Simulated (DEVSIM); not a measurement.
Structure: abrupt Si n-p junction, at 350 K.

Layer 1 from the left is Si, thickness (μm) 84.0, Nd (cm⁻³) 1.2e18, τn (s) 9.7e-5, τp (s) 9.7e-5. Layer 2 from the left is Si, thickness (μm) 10.0, Na (cm⁻³) 5.1e14, τn (s) 9.7e-5, τp (s) 9.7e-5.

Left contact: ohmic. Right contact: ohmic. Voltage is applied to the left contact. Recombination: SRH at mid-gap. Mobility is μmin + (μ − μmin)/(1 + (N/Nref)^α).

Constants are typed, rounded textbook-type inputs, not results; the design itself was drawn at random and stands for no fabricated device. Values at 300 K; Nc and Nv go as T^1.5, mobilities as T to minus their exponent, the gap by Varshni's rule with the affinity fixed.

Si: gap (eV) 1.124, affinity (eV) 4.05, permittivity 11.7, Nc (cm⁻³) 2.86e19, Nv (cm⁻³) 3.1e19, μn (cm²/Vs) 1417, μp (cm²/Vs) 470, μn,min 52, μp,min 45, Nref,n 9.7e16, Nref,p 2.2e17, αn 0.68, αp 0.72, T exponent of μn 2.3, T exponent of μp 2.2, Varshni α (eV/K) 0.000473, Varshni β (K) 636.

DEVSIM, 1D drift-diffusion, Boltzmann statistics, complete ionisation; no tunnelling, impact ionisation, image-force lowering or self-heating.

Dark forward current:

| |V| (V) | |J| (A/cm²) |
|---|---|
| 0.05 | 6.258e-6 |
| 0.10 | 3.879e-5 |
| 0.15 | 0.0002081 |
| 0.20 | 0.001088 |
| 0.25 | 0.005657 |
| 0.30 | 0.02921 |
| 0.35 | 0.1476 |
| 0.40 | 0.6912 |
| 0.45 | 2.725 |
| 0.50 | 8.677 |
| 0.55 | 23.04 |
| 0.60 | 52.74 |
| 0.65 | 105.4 |
| 0.70 | 185.3 |
| 0.75 | 291.5 |
| 0.80 | 419.5 |
| 0.85 | 564.6 |
| 0.90 | 722.5 |
| 0.95 | 890.5 |
| 1.00 | 1066 |
| 1.05 | 1249 |
| 1.10 | 1437 |
| 1.15 | 1630 |
| 1.20 | 1827 |
| 1.25 | 2029 |

**Question.** Work out the local ideality factor n = ΔV / (kT/q · ln(J2/J1)) between the rows 0.15 and 0.20 V, 1.20 and 1.25 V.

**Answer.** kT/q = 30.16 mV. From 0.15 to 0.20 V: ln(0.001088/0.0002081) = 1.654, n = 1.00, near the 1 of diffusion or emission over a barrier. From 1.20 to 1.25 V: ln(2029/1827) = 0.105, n = 15.81.

**Question.** Estimate the current at 0.25 V from the Shockley equation with J0 = Σ q ni² D/(N L) coth(W/L), τ joining the SRH, radiative and Auger lifetimes that are on, and W taken as the whole layer.

**Answer.** ni² = 1.43e23 cm⁻⁶; holes in the n layer: μ = 101 cm²/Vs, D = 3.05 cm²/s, τ = 9.70e-5 s, L = 172 μm, W/L = 0.49, term 7.45e-12 A/cm²; electrons in the p layer: μ = 968 cm²/Vs, D = 29.2 cm²/s, τ = 9.70e-5 s, L = 532 μm, W/L = 0.019, term 1.31e-6 A/cm². J0 = 1.31e-6 A/cm², and J = J0 exp(qV/kT) = 0.00521 A/cm². The simulation gives 0.00566 A/cm²; the estimate lies 7.9 % below. The estimate leaves out recombination in the depletion region and that region's share of W.
